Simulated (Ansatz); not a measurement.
The reference is CdS in the wurtzite structure (space group P6_3mc, No. 186).

```yaml
crystal:
  lattice:
    - [4.19625, 0.00000, 0.00000]
    - [-2.09812, 3.63406, 0.00000]
    - [0.00000, 0.00000, 6.82952]
  atoms:
    - { symbol: Cd, position: [0.66667, 0.33333, 0.49977] }
    - { symbol: Cd, position: [0.33333, 0.66667, 0.99977] }
    - { symbol: S, position: [0.66667, 0.33333, 0.12323] }
    - { symbol: S, position: [0.33333, 0.66667, 0.62323] }
```

Cartesian axes are those of the cell as printed.

Calculations: plane-wave PAW DFT at the PBE level (Ansatz, a first-principles code, 420 eV), scalar-relativistic without spin-orbit coupling.

For the base:

The shortest interatomic distance is 256.5 pm and the band gap comes out as 1.11 eV. The electron mass is 0.12 mₑ along c, 0.13 mₑ across (at Γ) and the pressure comes out as 0.00 GPa.

The change: biaxial strain +2.40 %, plane normal [001], relaxed out of plane (Cartesian); in-plane vectors clamped, the third vector and the atoms free.

Q: What happens to the shortest interatomic distance, band gap, electron mass, ratio −ε⊥/ε∥ and pressure?

A: The shortest interatomic distance rises by 1.6 pm (256.5 pm → 258.1 pm); the band gap shrinks by 0.09 eV to 1.02 eV; the electron mass becomes 0.12 mₑ (at Γ) (base: 0.12 mₑ along c, 0.13 mₑ across (at Γ)); the ratio −ε⊥/ε∥ amounts to 0.86; the pressure (mean of the normal stresses, compression positive) goes from zero to -1.37 GPa.

Masses are band curvatures over ±0.01 Å⁻¹ around the edge. Stability against distortions was not tested.
